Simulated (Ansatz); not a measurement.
## La2O3: pressure series

Consider La₂O₃ (space group P-3m1, No. 164; a = 3.9353 Å, c = 6.1263 Å).

Cell and atoms are relaxed at each pressure.

Computed with r2SCAN in Ansatz (plane waves to 500 eV, PAW, no SOC).

```csv
pressure (GPa),volume per atom (Å³/atom)
-2,16.728
-1,16.578
0,16.433
0.9,16.307
2.1,?
4.5,15.845
15,14.765
22.5,14.166
30,13.675
```

Q: Fit the third-order Birch–Murnaghan form P(V) = (3B₀/2)[(V₀/V)^(7/3) − (V₀/V)^(5/3)]·[1 + (3/4)(B₀′ − 4)((V₀/V)^(2/3) − 1)] (squares taken in P) to the rows shown and predict the withheld row.

A: Least squares on the printed values gives V₀ = 16.432 Å³/atom, B₀ = 114 GPa, B₀′ = 3.9; this predicts 16.141 Å³/atom, and the run gives 16.146 Å³/atom, 0.005 higher.

Load acts through the strain it causes; cell and atoms are relaxed under it. Whether these cells are dynamically stable was not tested. No other phases were tried under pressure.

Ansatz is a program for electronic structure.
